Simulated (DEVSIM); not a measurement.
Structure: abrupt CdTe n-p junction, at 300 K.

| layer (left to right) | material | thickness (μm) | Nd (cm⁻³) | Na (cm⁻³) | τn (s) | τp (s) |
|---|---|---|---|---|---|---|
| 1 | CdTe | 32.0 | 1.3e17 | - | 6.5e-8 | 1.9e-6 |
| 2 | CdTe | 15.0 | - | 2.2e14 | 6.5e-8 | 6.5e-8 |

Left contact: ohmic. Right contact: ohmic. Voltage is applied to the left contact. Recombination: SRH at mid-gap, radiative. Mobility is μmin + (μ − μmin)/(1 + (N/Nref)^α).

Constants are typed, rounded textbook-type inputs, not results; the design itself was drawn at random and stands for no fabricated device. Values at 300 K.

```csv
parameter,CdTe
gap (eV),1.5
affinity (eV),4.28
permittivity,10.2
Nc (cm⁻³),8e17
Nv (cm⁻³),1.8e19
μn (cm²/Vs),1000
μp (cm²/Vs),80
"μn,min",100
"μp,min",10
"Nref,n",1e17
"Nref,p",1e17
αn,0.6
αp,0.6
B (cm³/s),1e-10
```

Simulated with DEVSIM: 1D drift-diffusion, Boltzmann statistics, complete ionisation; no tunnelling, impact ionisation, image-force lowering or self-heating.

Question: Tabulate band edges, carrier densities and field at 2.0 V on the left contact.

Answer: Energies count from the Fermi level of the right contact; mesh points crowd at the junctions.

```json
[
 {"x (μm)": "0.000", "Ec (eV)": "-1.953", "Ev (eV)": "-3.453", "n (cm⁻³)": "1.3e17", "p (cm⁻³)": "< 1e2", "field (V/cm)": "≈ 0"},
 {"x (μm)": "0.04533", "Ec (eV)": "-1.953", "Ev (eV)": "-3.453", "n (cm⁻³)": "1.3e17", "p (cm⁻³)": "< 1e2", "field (V/cm)": "≈ 0"},
 {"x (μm)": "0.1845", "Ec (eV)": "-1.953", "Ev (eV)": "-3.453", "n (cm⁻³)": "1.3e17", "p (cm⁻³)": "< 1e2", "field (V/cm)": "≈ 0"},
 {"x (μm)": "0.5776", "Ec (eV)": "-1.953", "Ev (eV)": "-3.453", "n (cm⁻³)": "1.3e17", "p (cm⁻³)": "< 1e2", "field (V/cm)": "≈ 0"},
 {"x (μm)": "2.481", "Ec (eV)": "-1.953", "Ev (eV)": "-3.453", "n (cm⁻³)": "1.3e17", "p (cm⁻³)": "< 1e2", "field (V/cm)": "≈ 0"},
 {"x (μm)": "7.206", "Ec (eV)": "-1.953", "Ev (eV)": "-3.453", "n (cm⁻³)": "1.3e17", "p (cm⁻³)": "< 1e2", "field (V/cm)": "≈ 0"},
 {"x (μm)": "19.48", "Ec (eV)": "-1.953", "Ev (eV)": "-3.453", "n (cm⁻³)": "1.3e17", "p (cm⁻³)": "< 1e2", "field (V/cm)": "≈ 0"},
 {"x (μm)": "29.01", "Ec (eV)": "-1.953", "Ev (eV)": "-3.453", "n (cm⁻³)": "1.3e17", "p (cm⁻³)": "< 1e2", "field (V/cm)": "≈ 0"},
 {"x (μm)": "31.02", "Ec (eV)": "-1.953", "Ev (eV)": "-3.453", "n (cm⁻³)": "1.3e17", "p (cm⁻³)": "< 1e2", "field (V/cm)": "≈ 0"},
 {"x (μm)": "31.68", "Ec (eV)": "-1.953", "Ev (eV)": "-3.453", "n (cm⁻³)": "1.3e17", "p (cm⁻³)": "< 1e2", "field (V/cm)": "≈ 0"},
 {"x (μm)": "31.90", "Ec (eV)": "-1.953", "Ev (eV)": "-3.453", "n (cm⁻³)": "1.3e17", "p (cm⁻³)": "< 1e2", "field (V/cm)": "≈ 0"},
 {"x (μm)": "32.00", "Ec (eV)": "-1.932", "Ev (eV)": "-3.432", "n (cm⁻³)": "5.7e16", "p (cm⁻³)": "< 1e2", "field (V/cm)": "18000"},
 {"x (μm)": "32.03", "Ec (eV)": "-1.860", "Ev (eV)": "-3.360", "n (cm⁻³)": "3.5e15", "p (cm⁻³)": "< 1e2", "field (V/cm)": "16000"},
 {"x (μm)": "32.15", "Ec (eV)": "-1.686", "Ev (eV)": "-3.186", "n (cm⁻³)": "4.3e12", "p (cm⁻³)": "< 1e2", "field (V/cm)": "15000"},
 {"x (μm)": "32.68", "Ec (eV)": "-0.941", "Ev (eV)": "-2.441", "n (cm⁻³)": "110", "p (cm⁻³)": "220", "field (V/cm)": "13000"},
 {"x (μm)": "34.01", "Ec (eV)": "0.423", "Ev (eV)": "-1.077", "n (cm⁻³)": "< 1e2", "p (cm⁻³)": "2100", "field (V/cm)": "7700"},
 {"x (μm)": "37.83", "Ec (eV)": "1.208", "Ev (eV)": "-0.292", "n (cm⁻³)": "< 1e2", "p (cm⁻³)": "2.2e14", "field (V/cm)": "≈ 0"},
 {"x (μm)": "43.55", "Ec (eV)": "1.208", "Ev (eV)": "-0.292", "n (cm⁻³)": "< 1e2", "p (cm⁻³)": "2.2e14", "field (V/cm)": "≈ 0"},
 {"x (μm)": "46.19", "Ec (eV)": "1.208", "Ev (eV)": "-0.292", "n (cm⁻³)": "< 1e2", "p (cm⁻³)": "2.2e14", "field (V/cm)": "≈ 0"},
 {"x (μm)": "46.74", "Ec (eV)": "1.208", "Ev (eV)": "-0.292", "n (cm⁻³)": "< 1e2", "p (cm⁻³)": "2.2e14", "field (V/cm)": "≈ 0"},
 {"x (μm)": "46.93", "Ec (eV)": "1.208", "Ev (eV)": "-0.292", "n (cm⁻³)": "< 1e2", "p (cm⁻³)": "2.2e14", "field (V/cm)": "≈ 0"},
 {"x (μm)": "47.00", "Ec (eV)": "1.208", "Ev (eV)": "-0.292", "n (cm⁻³)": "< 1e2", "p (cm⁻³)": "2.2e14", "field (V/cm)": "≈ 0"}
]
```
